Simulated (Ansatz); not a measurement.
The parent structure is Be in the hcp (Mg type) structure (space group P6_3/mmc, No. 194; a = 2.263 Å, c = 3.563 Å). Axes: x lies along a and z along c of the hexagonal cell.

Computed with r2SCAN/PAW in Ansatz (a quantum-chemistry and plane-wave program), no spin-orbit coupling, earlier PAW set.

Before the change:

| Quantity | Result |
|---|---|
| Shortest interatomic distance | 4.175 bohr |
| Band gap | zero |

Modification: a free-standing slab of 6 layers (6 atoms, 1 a layer) is cut normal to the z axis, with 15 Å of vacuum and the in-plane cell held at bulk.

Task: What does the calculation give for the excess energy per area of both faces after the change?

Result: The excess energy per area of both faces (slab less bulk energy over the cell's area: twice a surface energy) is 3.7 J/m² (uncertain by up to 0.2 J/m²).

Task: Estimate the effect on the change of the spacing d12 from its bulk value of 1.782 Å.

Result: The change of the spacing d12 from its bulk value of 1.782 Å is +2.8 %.

Task: Estimate the effect on the shortest interatomic distance.

Result: The shortest interatomic distance goes up by 0.036 bohr, from 4.175 bohr to 4.211 bohr.

Task: Estimate the effect on the change of the spacing d23 from its bulk value of 1.782 Å.

Result: The change of the spacing d23 from its bulk value of 1.782 Å is +1.4 %.

Task: Predict the new band gap.

Result: The band gap remains zero.

Slab and bulk use different k-meshes, which limits the precision of the excess energy. Whether these cells are dynamically stable was not tested.
